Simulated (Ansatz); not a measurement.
**Si well of 16 atomic layers along [001] in random Si0.5Ge0.5, interfaces graded over 4 layers**

Prepared with Tersoff's 1989 multicomponent potential (SiCGe.tersoff) (LAMMPS): minimisation. Geometry as solved with PBE, support functions at accuracy medium on the grid of 370 eV in Ansatz (a quantum-chemistry and plane-wave program).

```xyz
720
Lattice="16.85 0.00 0.00 0.00 16.85 0.00 0.00 0.00 55.23" Properties=species:S:1:pos:R:3 pbc="T T T"
Si     0.02     0.00    -0.01
Ge     1.43     1.39     1.37
Si     2.81     2.81    -0.02
Ge     4.18     4.19     1.43
Ge     2.81    -0.08     2.83
Ge     4.25     1.40     4.24
Ge     0.03     2.85     2.82
Si     1.43     4.25     4.21
Si     0.00    -0.05     5.61
Ge     1.34     1.42     7.02
Ge     2.80     2.86     5.63
Si     4.18     4.23     7.08
Ge     2.84     0.02     8.42
Si     4.24     1.40     9.83
Si    -0.03     2.86     8.43
Ge     1.39     4.25     9.82
Si     0.01     0.04    11.27
Si     1.37     1.41    12.65
Ge     2.81     2.77    11.23
Ge     4.23     4.22    12.68
Ge     2.81     0.02    14.05
Si     4.24     1.42    15.44
Si     0.02     2.83    14.00
Si     1.40     4.19    15.40
Si     0.02     0.00    16.82
Si     1.42     1.41    18.15
Si     2.82     2.81    16.77
Si     4.20     4.20    18.15
Si     2.81     0.01    19.50
Si     4.21     1.40    20.85
Si     0.01     2.81    19.50
Si     1.41     4.21    20.84
Si     0.00     0.00    22.18
Si     1.40     1.40    23.53
Si     2.81     2.81    22.19
Si     4.21     4.21    23.53
Si     2.81     0.00    24.87
Si     4.21     1.40    26.22
Si     0.00     2.81    24.87
Si     1.40     4.21    26.22
Si     0.00     0.00    27.56
Si     1.40     1.40    28.90
Si     2.81     2.81    27.56
Si     4.21     4.21    28.90
Si     2.81    -0.01    30.24
Si     4.21     1.41    31.58
Si     0.00     2.81    30.25
Si     1.41     4.21    31.59
Si     0.01     0.00    32.94
Si     1.40     1.42    34.30
Si     2.81     2.80    32.94
Si     4.23     4.19    34.26
Si     2.79     0.02    35.66
Si     4.24     1.39    36.97
Si    -0.02     2.83    35.64
Si     1.36     4.23    36.99
Ge    -0.06    -0.04    38.34
Ge     1.39     1.39    39.75
Ge     2.82     2.82    38.33
Ge     4.25     4.24    39.78
Ge     2.84     0.01    41.17
Ge     4.27     1.47    42.57
Ge     0.00     2.80    41.23
Si     1.44     4.24    42.56
Si    -0.05     0.03    43.96
Ge     1.42     1.43    45.29
Si     2.84     2.88    43.94
Si     4.21     4.22    45.36
Ge     2.79    -0.01    46.77
Ge     4.22     1.45    48.20
Ge     0.05     2.86    46.77
Si     1.48     4.23    48.16
Si     0.04     0.00    49.55
Si     1.39     1.42    50.93
Si     2.79     2.84    49.60
Si     4.20     4.18    50.98
Ge     2.80     0.01    52.32
Ge     4.21     1.45    53.78
Si     0.04     2.76    52.36
Ge     1.40     4.17    53.79
Ge    -0.06     5.60    -0.02
Ge     1.40     7.01     1.41
Ge     2.87     8.43    -0.01
Si     4.25     9.81     1.43
Si     2.78     5.61     2.83
Ge     4.19     7.06     4.18
Ge    -0.03     8.46     2.84
Si     1.39     9.85     4.25
Ge    -0.02     5.59     5.62
Ge     1.45     7.03     7.03
Si     2.77     8.46     5.58
Ge     4.16     9.84     7.01
Si     2.85     5.63     8.45
Si     4.23     6.95     9.87
Si     0.02     8.40     8.42
Ge     1.42     9.81     9.79
Si    -0.01     5.61    11.28
Si     1.38     6.99    12.67
Ge     2.83     8.38    11.27
Si     4.22     9.85    12.64
Si     2.75     5.60    14.04
Ge     4.17     6.99    15.44
Si     0.05     8.39    14.08
Si     1.42     9.82    15.43
Si     0.02     5.59    16.78
Si     1.40     7.01    18.15
Si     2.78     8.44    16.82
Si     4.20     9.84    18.16
Si     2.81     5.61    19.49
Si     4.21     7.02    20.84
Si     0.01     8.42    19.51
Si     1.41     9.82    20.86
Si     0.00     5.62    22.19
Si     1.40     7.02    23.53
Si     2.81     8.42    22.20
Si     4.21     9.83    23.53
Si     2.81     5.61    24.88
Si     4.21     7.02    26.22
Si     0.00     8.42    24.88
Si     1.40     9.83    26.22
Si     0.00     5.61    27.56
Si     1.40     7.02    28.90
Si     2.81     8.42    27.56
Si     4.21     9.82    28.90
Si     2.81     5.61    30.24
Si     4.21     7.02    31.59
Si     0.00     8.42    30.24
Si     1.40     9.83    31.58
Si     0.00     5.62    32.92
Si     1.38     7.05    34.24
Si     2.81     8.43    32.92
Si     4.22     9.82    34.27
Ge     2.81     5.64    35.63
Si     4.24     7.04    37.02
Si     0.01     8.43    35.63
Si     1.44     9.78    36.98
Si     0.02     5.65    38.36
Si     1.41     7.02    39.76
Si     2.80     8.40    38.38
Si     4.15     9.81    39.75
Si     2.77     5.62    41.15
Ge     4.20     6.99    42.58
Si     0.02     8.41    41.13
Si     1.41     9.79    42.51
Si     0.02     5.61    43.89
Ge     1.42     6.97    45.32
Si     2.78     8.42    43.92
Ge     4.23     9.78    45.33
Si     2.83     5.58    46.75
Ge     4.18     7.03    48.16
Ge    -0.03     8.38    46.75
Ge     1.40     9.78    48.21
Ge     0.06     5.64    49.55
Si     1.45     7.04    50.97
Si     2.81     8.43    49.62
Si     4.17     9.82    51.00
Ge     2.84     5.62    52.38
Si     4.23     7.01    53.81
Ge     0.02     8.39    52.39
Ge     1.42     9.86    53.80
Ge    -0.02    11.28     0.02
Si     1.40    12.68     1.42
Si     2.80    14.03     0.04
Si     4.20    15.37     1.41
Ge     2.79    11.21     2.78
Ge     4.20    12.69     4.20
Si     0.04    14.01     2.86
Si     1.38    15.40     4.26
Si     0.06    11.27     5.60
Si     1.43    12.65     7.00
Si     2.80    14.07     5.64
Si     4.20    15.46     6.98
Si     2.77    11.26     8.39
Ge     4.21    12.59     9.83
Ge     0.00    14.05     8.40
Ge     1.41    15.48     9.87
Ge     0.02    11.23    11.25
Ge     1.45    12.61    12.71
Ge     2.85    14.06    11.29
Si     4.24    15.45    12.70
Si     2.85    11.17    14.08
Si     4.24    12.60    15.39
Ge     0.00    14.05    14.10
Si     1.40    15.48    15.46
Si     0.01    11.22    16.79
Si     1.39    12.61    18.16
Ge     2.83    14.03    16.79
Si     4.24    15.47    18.17
Si     2.80    11.23    19.51
Si     4.21    12.64    20.84
Si     0.00    14.03    19.49
Si     1.40    15.44    20.83
Si     0.00    11.23    22.19
Si     1.40    12.63    23.53
Si     2.81    14.04    22.18
Si     4.21    15.44    23.53
Si     2.81    11.23    24.87
Si     4.21    12.63    26.22
Si     0.00    14.04    24.87
Si     1.40    15.44    26.21
Si     0.00    11.23    27.56
Si     1.40    12.64    28.90
Si     2.81    14.04    27.56
Si     4.21    15.44    28.90
Si     2.81    11.23    30.24
Si     4.21    12.62    31.59
Si     0.00    14.04    30.25
Si     1.40    15.44    31.59
Si    -0.01    11.22    32.93
Si     1.39    12.61    34.28
Si     2.78    14.00    32.92
Ge     4.22    15.44    34.29
Si     2.81    11.21    35.62
Si     4.21    12.60    36.95
Si    -0.01    14.03    35.63
Si     1.39    15.43    36.96
Ge     0.01    11.20    38.36
Si     1.42    12.59    39.76
Ge     2.80    14.00    38.35
Ge     4.27    15.45    39.75
Si     2.78    11.19    41.12
Ge     4.20    12.62    42.49
Ge    -0.02    14.01    41.11
Ge     1.35    15.48    42.56
Ge    -0.03    11.20    43.92
Ge     1.35    12.65    45.39
Ge     2.79    14.04    43.95
Ge     4.26    15.47    45.33
Ge     2.81    11.21    46.78
Ge     4.21    12.67    48.19
Si    -0.04    14.08    46.78
Si     1.37    15.43    48.17
Ge    -0.02    11.29    49.55
Ge     1.47    12.66    50.98
Si     2.80    14.11    49.55
Si     4.20    15.46    50.91
Si     2.82    11.21    52.37
Ge     4.16    12.63    53.81
Ge    -0.01    14.00    52.43
Ge     1.42    15.44    53.85
Ge     5.56    -0.03     0.01
Ge     7.00     1.41     1.41
Ge     8.43     2.79    -0.05
Ge     9.83     4.24     1.42
Ge     8.47    -0.01     2.82
Si     9.83     1.43     4.22
Si     5.62     2.80     2.82
Ge     7.03     4.19     4.22
Si     5.62     0.00     5.67
Si     7.02     1.40     7.00
Si     8.42     2.75     5.61
Ge     9.84     4.14     7.03
Ge     8.46     0.04     8.42
Si     9.84     1.45     9.87
Ge     5.64     2.82     8.44
Si     7.02     4.19     9.90
Ge     5.61     0.03    11.29
Si     7.01     1.46    12.66
Si     8.41     2.80    11.25
Si     9.78     4.19    12.60
Ge     8.36    -0.01    14.04
Ge     9.82     1.40    15.46
Si     5.64     2.80    14.07
Si     7.00     4.18    15.45
Si     5.62     0.00    16.79
Si     7.02     1.40    18.15
Si     8.40     2.83    16.83
Si     9.82     4.21    18.16
Si     8.42     0.00    19.50
Si     9.83     1.40    20.84
Si     5.61     2.80    19.49
Si     7.01     4.21    20.84
Si     5.62     0.00    22.19
Si     7.02     1.40    23.53
Si     8.42     2.81    22.19
Si     9.83     4.21    23.53
Si     8.42     0.00    24.88
Si     9.83     1.41    26.22
Si     5.62     2.81    24.88
Si     7.02     4.21    26.22
Si     5.61     0.00    27.56
Si     7.02     1.40    28.90
Si     8.42     2.81    27.56
Si     9.83     4.21    28.90
Si     8.43     0.00    30.24
Si     9.83     1.40    31.59
Si     5.61     2.81    30.24
Si     7.02     4.22    31.58
Si     5.63     0.03    32.90
Si     7.01     1.43    34.25
Si     8.43     2.82    32.92
Si     9.82     4.22    34.28
Ge     8.42    -0.01    35.63
Si     9.81     1.45    37.00
Si     5.62     2.81    35.62
Si     7.01     4.20    36.99
Si     5.66     0.03    38.36
Si     7.04     1.40    39.75
Si     8.39     2.80    38.35
Ge     9.79     4.23    39.73
Si     8.39    -0.03    41.13
Ge     9.80     1.38    42.55
Si     5.69     2.82    41.14
Si     7.02     4.21    42.56
Si     5.66     0.01    43.92
Ge     7.02     1.42    45.35
Si     8.40     2.83    43.93
Ge     9.83     4.21    45.36
Si     8.45     0.06    46.77
Si     9.86     1.40    48.12
Si     5.58     2.83    46.71
Ge     7.02     4.22    48.07
Si     5.60     0.00    49.58
Ge     6.98     1.40    50.98
Ge     8.43     2.79    49.51
Ge     9.82     4.24    50.96
Ge     8.45     0.00    52.41
Si     9.86     1.37    53.83
Si     5.60     2.84    52.36
Ge     7.03     4.24    53.74
Ge     5.62     5.64     0.01
Si     7.01     7.01     1.46
Ge     8.41     8.36     0.00
Ge     9.78     9.85     1.41
Si     8.41     5.64     2.82
Si     9.81     6.97     4.22
Si     5.64     8.44     2.79
Si     7.02     9.82     4.15
Ge     5.57     5.60     5.65
Ge     7.01     7.03     7.06
Ge     8.41     8.42     5.57
Ge     9.84     9.80     7.05
Ge     8.43     5.58     8.48
Si     9.84     7.02     9.82
Ge     5.57     8.44     8.50
Si     6.97     9.84     9.89
Si     5.64     5.60    11.24
Si     7.00     6.98    12.61
Ge     8.40     8.40    11.21
Ge     9.83     9.86    12.61
Ge     8.40     5.59    14.04
Si     9.80     7.00    15.46
Ge     5.61     8.41    13.99
Ge     7.02     9.82    15.46
Si     5.62     5.59    16.81
Si     7.01     7.01    18.16
Si     8.44     8.40    16.83
Si     9.82     9.83    18.16
Si     8.42     5.62    19.51
Si     9.82     7.03    20.84
Si     5.61     8.42    19.49
Si     7.01     9.83    20.84
Si     5.61     5.61    22.18
Si     7.02     7.02    23.53
Si     8.42     8.43    22.19
Si     9.83     9.83    23.53
Si     8.42     5.62    24.87
Si     9.83     7.02    26.21
Si     5.62     8.42    24.87
Si     7.02     9.83    26.22
Si     5.62     5.62    27.56
Si     7.02     7.02    28.90
Si     8.43     8.42    27.56
Si     9.83     9.82    28.90
Si     8.43     5.62    30.25
Si     9.83     7.02    31.60
Si     5.62     8.42    30.25
Si     7.03     9.83    31.60
Si     5.62     5.61    32.93
Si     7.02     7.01    34.29
Si     8.43     8.42    32.96
Si     9.84     9.83    34.30
Si     8.42     5.61    35.64
Si     9.83     7.03    36.97
Si     5.62     8.42    35.63
Si     7.04     9.80    36.97
Si     5.63     5.62    38.33
Ge     7.05     7.01    39.73
Si     8.44     8.42    38.31
Ge     9.80     9.87    39.71
Si     8.38     5.58    41.17
Ge     9.82     6.94    42.55
Ge     5.60     8.46    41.14
Si     7.05     9.84    42.51
Si     5.63     5.56    43.98
Si     6.99     6.97    45.36
Ge     8.38     8.39    43.95
Ge     9.85     9.82    45.36
Si     8.43     5.67    46.73
Si     9.83     7.02    48.14
Si     5.62     8.35    46.73
Ge     7.01     9.76    48.14
Ge     5.61     5.58    49.58
Ge     7.07     7.03    50.97
Si     8.48     8.42    49.54
Si     9.83     9.82    50.93
Si     8.46     5.65    52.39
Si     9.83     6.98    53.81
Ge     5.58     8.42    52.38
Ge     7.02     9.83    53.80
Ge     5.62    11.26     0.05
Si     7.02    12.65     1.46
Ge     8.45    14.00     0.02
Si     9.87    15.44     1.39
Si     8.36    11.24     2.81
Ge     9.79    12.67     4.18
Si     5.62    14.05     2.78
Ge     7.00    15.44     4.24
Ge     5.65    11.22     5.58
Ge     7.07    12.65     7.01
Si     8.44    14.07     5.63
Si     9.80    15.44     7.01
Ge     8.42    11.21     8.51
Si     9.82    12.63     9.89
Ge     5.59    14.06     8.40
Ge     7.05    15.44     9.86
Si     5.62    11.23    11.28
Si     6.98    12.68    12.62
Si     8.43    14.00    11.24
Ge     9.84    15.43    12.63
Ge     8.41    11.31    14.04
Si     9.84    12.69    15.44
Si     5.61    14.03    14.04
Si     6.97    15.41    15.44
Si     5.59    11.25    16.82
Si     7.02    12.64    18.14
Si     8.42    14.06    16.79
Si     9.82    15.44    18.16
Si     8.41    11.23    19.50
Si     9.82    12.63    20.85
Si     5.63    14.05    19.50
Si     7.03    15.44    20.85
Si     5.61    11.23    22.18
Si     7.02    12.63    23.53
Si     8.43    14.04    22.19
Si     9.83    15.44    23.53
Si     8.42    11.23    24.87
Si     9.83    12.63    26.22
Si     5.61    14.04    24.87
Si     7.02    15.44    26.22
Si     5.62    11.23    27.56
Si     7.02    12.63    28.91
Si     8.42    14.04    27.56
Si     9.83    15.44    28.90
Si     8.42    11.22    30.25
Si     9.83    12.63    31.59
Si     5.61    14.04    30.25
Si     7.02    15.44    31.58
Si     5.62    11.23    32.94
Si     7.04    12.63    34.30
Si     8.42    14.03    32.93
Si     9.85    15.42    34.25
Si     8.43    11.23    35.65
Si     9.83    12.64    36.99
Si     5.65    14.01    35.67
Si     7.02    15.42    37.04
Ge     5.59    11.19    38.36
Ge     7.04    12.65    39.78
Si     8.46    14.05    38.38
Si     9.81    15.43    39.79
Si     8.42    11.22    41.16
Ge     9.83    12.65    42.54
Si     5.65    14.06    41.17
Si     7.01    15.45    42.54
Ge     5.67    11.24    43.93
Si     7.06    12.67    45.31
Si     8.39    14.07    43.92
Ge     9.79    15.48    45.33
Ge     8.40    11.26    46.74
Ge     9.81    12.62    48.25
Ge     5.68    14.04    46.74
Ge     7.07    15.49    48.20
Ge     5.62    11.21    49.62
Si     7.03    12.65    50.97
Si     8.41    14.05    49.63
Si     9.79    15.43    50.98
Ge     8.45    11.25    52.35
Si     9.84    12.62    53.80
Ge     5.58    14.04    52.33
Ge     7.01    15.42    53.81
Si    11.21     0.02     0.02
Si    12.56     1.41     1.41
Ge    14.03     2.79     0.05
Si    15.44     4.20     1.42
Ge    14.01     0.01     2.77
Ge    15.45     1.39     4.24
Si    11.21     2.78     2.81
Ge    12.59     4.20     4.22
Ge    11.21     0.03     5.65
Si    12.60     1.40     7.09
Ge    14.01     2.80     5.70
Si    15.43     4.21     7.07
Ge    14.06     0.00     8.41
Ge    15.46     1.46     9.87
Si    11.26     2.78     8.48
Si    12.66     4.17     9.83
Si    11.21     0.06    11.23
Si    12.62     1.43    12.59
Si    14.03     2.84    11.27
Si    15.45     4.20    12.64
Ge    13.98     0.02    14.03
Ge    15.46     1.43    15.43
Ge    11.22     2.82    13.99
Ge    12.67     4.24    15.44
Si    11.25    -0.03    16.82
Si    12.64     1.39    18.16
Si    14.04     2.81    16.84
Si    15.45     4.22    18.16
Si    14.04     0.00    19.51
Si    15.45     1.41    20.84
Si    11.23     2.80    19.49
Si    12.64     4.20    20.84
Si    11.23     0.00    22.19
Si    12.64     1.40    23.53
Si    14.04     2.80    22.19
Si    15.44     4.21    23.53
Si    14.04     0.00    24.87
Si    15.44     1.40    26.22
Si    11.23     2.81    24.87
Si    12.64     4.21    26.22
Si    11.24     0.00    27.56
Si    12.64     1.41    28.91
Si    14.04     2.81    27.56
Si    15.44     4.21    28.91
Si    14.04     0.00    30.25
Si    15.44     1.41    31.60
Si    11.23     2.81    30.25
Si    12.63     4.22    31.59
Si    11.23    -0.01    32.92
Si    12.62     1.40    34.26
Si    14.03     2.82    32.94
Si    15.44     4.23    34.28
Si    14.05     0.02    35.60
Si    15.41     1.43    36.96
Si    11.20     2.79    35.61
Ge    12.63     4.22    36.99
Ge    11.20     0.04    38.41
Si    12.67     1.43    39.75
Si    14.04     2.78    38.36
Ge    15.45     4.21    39.74
Ge    14.03    -0.01    41.15
Si    15.40     1.39    42.60
Ge    11.27     2.83    41.15
Si    12.65     4.21    42.60
Si    11.25     0.01    43.94
Si    12.60     1.42    45.32
Si    14.00     2.78    43.94
Ge    15.44     4.21    45.30
Ge    14.04     0.01    46.69
Ge    15.46     1.40    48.17
Si    11.24     2.78    46.75
Si    12.57     4.18    48.15
Ge    11.20     0.00    49.59
Si    12.61     1.40    50.98
Ge    13.98     2.81    49.58
Ge    15.48     4.19    51.00
Ge    14.02     0.02    52.36
Ge    15.48     1.40    53.81
Ge    11.22     2.78    52.40
Ge    12.62     4.23    53.84
Si    11.20     5.63    -0.03
Ge    12.62     7.02     1.35
Ge    14.06     8.48    -0.04
Si    15.43     9.87     1.42
Ge    14.05     5.61     2.80
Si    15.44     7.00     4.22
Ge    11.20     8.41     2.84
Ge    12.68     9.84     4.21
Si    11.18     5.60     5.62
Ge    12.61     6.96     7.06
Ge    14.07     8.38     5.63
Ge    15.52     9.84     7.01
Si    14.03     5.54     8.45
Ge    15.46     6.98     9.81
Si    11.21     8.38     8.46
Ge    12.57     9.83     9.84
Ge    11.21     5.56    11.21
Ge    12.66     6.95    12.67
Ge    14.03     8.41    11.25
Ge    15.48     9.79    12.69
Si    14.13     5.60    14.04
Si    15.51     6.99    15.41
Ge    11.20     8.39    14.06
Ge    12.61     9.86    15.46
Si    11.20     5.63    16.81
Si    12.61     6.99    18.18
Ge    14.07     8.38    16.81
Si    15.48     9.84    18.17
Si    14.04     5.61    19.51
Si    15.44     7.02    20.85
Si    11.23     8.43    19.51
Si    12.64     9.83    20.84
Si    11.23     5.61    22.18
Si    12.63     7.02    23.53
Si    14.04     8.43    22.19
Si    15.44     9.83    23.53
Si    14.04     5.62    24.87
Si    15.44     7.02    26.22
Si    11.23     8.42    24.87
Si    12.63     9.83    26.21
Si    11.23     5.62    27.56
Si    12.63     7.02    28.90
Si    14.04     8.42    27.56
Si    15.44     9.83    28.90
Si    14.03     5.62    30.25
Si    15.44     7.02    31.59
Si    11.23     8.42    30.25
Si    12.64     9.83    31.59
Si    11.24     5.62    32.95
Si    12.64     7.04    34.29
Si    14.04     8.43    32.94
Si    15.44     9.83    34.29
Si    14.07     5.65    35.63
Si    15.46     7.04    36.99
Si    11.25     8.44    35.65
Si    12.65     9.85    37.01
Si    11.19     5.64    38.34
Ge    12.64     7.02    39.71
Si    14.07     8.44    38.34
Si    15.45     9.78    39.75
Ge    14.05     5.62    41.19
Si    15.51     7.03    42.53
Ge    11.20     8.42    41.13
Ge    12.63     9.84    42.55
Si    11.25     5.57    43.95
Ge    12.60     7.02    45.37
Ge    14.09     8.41    43.95
Si    15.45     9.81    45.36
Ge    14.02     5.59    46.79
Si    15.43     7.00    48.17
Si    11.22     8.42    46.79
Si    12.59     9.82    48.15
Si    11.20     5.59    49.49
Ge    12.59     6.98    50.93
Ge    14.02     8.43    49.53
Ge    15.41     9.85    51.00
Ge    14.05     5.64    52.41
Si    15.44     7.04    53.80
Ge    11.20     8.42    52.39
Si    12.64     9.84    53.76
Ge    11.24    11.22    -0.04
Ge    12.65    12.63     1.44
Ge    14.07    14.02    -0.03
Ge    15.52    15.43     1.41
Si    14.10    11.24     2.82
Si    15.50    12.60     4.20
Si    11.20    14.05     2.77
Ge    12.61    15.42     4.20
Ge    11.25    11.27     5.63
Si    12.64    12.66     7.03
Ge    14.08    14.01     5.62
Si    15.47    15.46     6.99
Ge    14.01    11.23     8.40
Ge    15.40    12.66     9.86
Ge    11.18    14.03     8.42
Ge    12.61    15.46     9.86
Si    11.23    11.30    11.25
Si    12.61    12.67    12.64
Si    13.99    14.05    11.26
Ge    15.43    15.45    12.61
Ge    14.04    11.29    14.04
Si    15.44    12.65    15.49
Si    11.25    14.03    14.06
Si    12.62    15.42    15.44
Si    11.18    11.28    16.83
Si    12.63    12.65    18.16
Si    14.03    14.05    16.81
Si    15.44    15.45    18.15
Si    14.04    11.24    19.49
Si    15.44    12.64    20.84
Si    11.22    14.04    19.51
Si    12.63    15.44    20.85
Si    11.23    11.23    22.19
Si    12.63    12.64    23.53
Si    14.04    14.04    22.19
Si    15.44    15.44    23.53
Si    14.04    11.23    24.88
Si    15.44    12.64    26.22
Si    11.23    14.04    24.88
Si    12.64    15.44    26.22
Si    11.23    11.23    27.56
Si    12.63    12.63    28.90
Si    14.04    14.04    27.56
Si    15.44    15.44    28.90
Si    14.04    11.23    30.25
Si    15.44    12.63    31.59
Si    11.23    14.03    30.24
Si    12.64    15.44    31.58
Si    11.23    11.23    32.93
Si    12.64    12.62    34.28
Si    14.04    14.04    32.94
Si    15.44    15.44    34.28
Si    14.04    11.24    35.64
Si    15.43    12.64    36.99
Si    11.21    14.01    35.60
Ge    12.64    15.43    36.97
Si    11.25    11.28    38.34
Si    12.61    12.68    39.73
Si    14.03    14.01    38.37
Si    15.39    15.39    39.73
Ge    14.04    11.25    41.09
Si    15.43    12.62    42.52
Si    11.24    14.07    41.13
Si    12.59    15.46    42.54
Si    11.22    11.23    43.94
Ge    12.62    12.62    45.33
Ge    14.06    14.07    43.91
Si    15.48    15.45    45.34
Ge    14.05    11.21    46.77
Si    15.43    12.68    48.14
Ge    11.21    14.03    46.77
Ge    12.66    15.43    48.18
Si    11.24    11.17    49.58
Ge    12.66    12.60    50.96
Si    14.06    14.01    49.54
Ge    15.46    15.43    50.93
Si    14.02    11.22    52.43
Si    15.40    12.59    53.78
Ge    11.19    14.04    52.39
Ge    12.61    15.48    53.83
```
